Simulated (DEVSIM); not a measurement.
System: In0.49Ga0.51P/GaAs p-n heterojunction, at 300 K.

| layer (left to right) | material | thickness (μm) | Nd (cm⁻³) | Na (cm⁻³) | τn (s) | τp (s) |
|---|---|---|---|---|---|---|
| 1 | In0.49Ga0.51P | 0.160 | - | 7.8e16 | 4e-9 | 4e-9 |
| 2 | GaAs | 0.270 | 7.8e15 | - | 4e-9 | 4e-9 |

Left contact: ohmic. Right contact: ohmic. Voltage is applied to the left contact. Recombination: SRH at mid-gap, radiative. Mobility is μmin + (μ − μmin)/(1 + (N/Nref)^α).

This is a model device: material constants are rounded textbook-type values typed into the input, and sizes, dopings and lifetimes were drawn at random. Values at 300 K.

```csv
parameter,In0.49Ga0.51P,GaAs
gap (eV),1.89,1.424
affinity (eV),4,4.07
permittivity,11.8,12.9
Nc (cm⁻³),9e17,4.7e17
Nv (cm⁻³),1.3e19,9e18
μn (cm²/Vs),1500,8500
μp (cm²/Vs),80,400
"μn,min",400,500
"μp,min",15,20
"Nref,n",2e16,6e16
"Nref,p",1.5e17,1.5e17
αn,0.7,0.39
αp,0.8,0.38
B (cm³/s),1e-10,2e-10
```

DEVSIM, 1D drift-diffusion, Boltzmann statistics, complete ionisation; no tunnelling, impact ionisation, image-force lowering or self-heating. Band offsets follow the typed affinities; no thermionic-emission limit at abrupt steps, no polarisation charge.

The minority lifetime in layer 2 was swept, all else fixed.

```json
[
 {"minority lifetime in layer 2 (s)": "1.2e-10", "dark forward voltage at 1 A/cm² (V)": "1.002"},
 {"minority lifetime in layer 2 (s)": "4e-10", "dark forward voltage at 1 A/cm² (V)": "1.005"},
 {"minority lifetime in layer 2 (s)": "1.2e-9", "dark forward voltage at 1 A/cm² (V)": "1.006"},
 {"minority lifetime in layer 2 (s)": "4e-9", "dark forward voltage at 1 A/cm² (V)": "1.007"},
 {"minority lifetime in layer 2 (s)": "1.2e-8", "dark forward voltage at 1 A/cm² (V)": "1.007"},
 {"minority lifetime in layer 2 (s)": "4e-8", "dark forward voltage at 1 A/cm² (V)": "1.008"},
 {"minority lifetime in layer 2 (s)": "1.2e-7", "dark forward voltage at 1 A/cm² (V)": "1.008"}
]
```

From the first row to the last the dark forward voltage at 1 A/cm² goes from 1.002 to 1.008.
